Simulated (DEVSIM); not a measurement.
Structure: abrupt GaSb p-n junction, at 300 K.

| layer (left to right) | material | thickness (μm) | Nd (cm⁻³) | Na (cm⁻³) | τn (s) | τp (s) |
|---|---|---|---|---|---|---|
| 1 | GaSb | 39.0 | - | 1.8e16 | 1.6e-8 | 1.6e-8 |
| 2 | GaSb | 83.0 | 1.2e15 | - | 1.6e-8 | 1.6e-8 |

Left contact: ohmic. Right contact: ohmic. Voltage is applied to the left contact. Recombination: SRH at mid-gap. Mobility is μmin + (μ − μmin)/(1 + (N/Nref)^α).

Constants are typed, rounded textbook-type inputs, not results; the design itself was drawn at random and stands for no fabricated device. Values at 300 K.

| parameter | GaSb |
|---|---|
| gap (eV) | 0.726 |
| affinity (eV) | 4.06 |
| permittivity | 15.7 |
| Nc (cm⁻³) | 2.1e17 |
| Nv (cm⁻³) | 1.8e19 |
| μn (cm²/Vs) | 5000 |
| μp (cm²/Vs) | 850 |
| μn,min | 1000 |
| μp,min | 190 |
| Nref,n | 2.8e17 |
| Nref,p | 9e17 |
| αn | 1.05 |
| αp | 0.65 |

DEVSIM, 1D drift-diffusion, Boltzmann statistics, complete ionisation; no tunnelling, impact ionisation, image-force lowering or self-heating.

The thickness of layer 2 was swept, all else fixed.

```tsv
thickness of layer 2 (μm)	dark forward voltage at 1 A/cm² (V)
17	0.293
29	0.295
50	0.297
83	0.300
140	0.307
250	0.320
420	0.337
```

From the first row to the last the dark forward voltage at 1 A/cm² goes from 0.293 to 0.337.
